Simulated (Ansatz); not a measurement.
The starting structures come from a database of crystals and need not be the phases stable at ambient conditions.

By PBEsol, the system below comes out a metal.

The ballistic (Sharvin) conductance counts the channels at the Fermi level: G/A = (e²/h) × channels of both spins per area.

Here is the system:

```
MoP
1.0
    3.23476     0.00000     0.00000
   -1.61738     2.80138     0.00000
    0.00000     0.00000     3.18228
Mo P
1 1
Direct
  0.00000   0.00000   0.00000
  0.33333   0.66667   0.50000
```

Space group of this cell: P-6m2. The cell is taken as given; by PBEsol its mean pressure is -4.5 GPa.

The current flows along the normal of the first two printed cell vectors, the (001) plane of the conventional cell. No spin-orbit coupling; the value is a mean over 0.1 eV about the Fermi level.

### Question
Predict the ballistic conductance per area from PBEsol (Ansatz, an electronic-structure program).

### Answer
0.76 × 10¹⁵ S/m² for both spins.
